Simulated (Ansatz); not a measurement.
Take SiC in the zinc blende structure (space group F-43m, No. 216; a = 4.356 Å) as the base. Axes: x, y, z lie along the cube axes.

Calculations: r2SCAN, PAW, 500 eV (Ansatz, a program for electronic structure; no SOC).

The change: tensor shear ε_xy = +3.31 % (engineering shear γ = 0.0662); the atoms relax in the strained cell.

**Question.** Predict the stress tensor and what it implies for the stiffness.

**Answer.** Stress of the strained cell less that of the base (GPa, compression positive):
```
   1.06  -17.34    0.00
 -17.34    1.06    0.00
   0.00    0.00   -0.03
```

Then −Δσ/γ with γ = 2ε = 0.0662 gives secant stiffness values (nonlinear terms included at this strain): C66 ≈ 262 GPa.

As a check, the harmonic strain energy −½ V₀ Δσ:ε is 37 meV/atom; the computed energy rise is 37 meV/atom.

Stability against distortions was not tested.
